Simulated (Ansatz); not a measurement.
# HgS in the zinc blende structure (space group F-43m, No. 216)

```
HgS
1.0
    0.00000     2.93799     2.93799
    2.93799     0.00000     2.93799
    2.93799     2.93799     0.00000
S Hg
1 1
Direct
  0.75000   0.75000   0.75000
  0.00000   0.00000   0.00000
```

Calculations: PBEsol (Ansatz, a first-principles code, PAW, no SOC), earlier PAW set. Settings: 10×10×10 k-points, 0.05 eV Fermi–Dirac smearing.

```yaml
volume_per_atom: 25.36 Å³
density: 7.62 g/cm³
band_gap: zero
total_energy: -7277.617 eV/atom (σ→0; compares only within this code and set-up)
```

With Hg present, leaving out spin-orbit coupling can change the band edges. Whether these cells are dynamically stable was not tested. The final runs are not spin-polarised. A zero or small gap of HgS can be the functional's error rather than a property of the material.
